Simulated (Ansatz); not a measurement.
Start from Pd in the fcc (Cu type) structure (space group Fm-3m, No. 225; a = 3.841 Å; relaxed with 0.1 eV smearing). Axes: x, y, z lie along the cube axes.

All numbers come from LDA (Ansatz, an electronic-structure program; PAW; 420 eV plane waves; no spin-orbit coupling).

Base values:

| Property | Value |
|---|---|
| Pressure | 0.0 GPa |

One thing is altered: the cell is compressed by 3.00 % along z with no lateral relaxation, atoms relaxed at fixed cell.

Problem. What does the calculation give for the pressure and energy relative to the base after the change?

Solution. The pressure (mean of the normal stresses, compression positive) goes from zero to 7.5 GPa; the energy increases by 12 meV/atom.

The cells carry an imposed strain or load. Stability against distortions was not tested. All final runs are without spin polarisation.
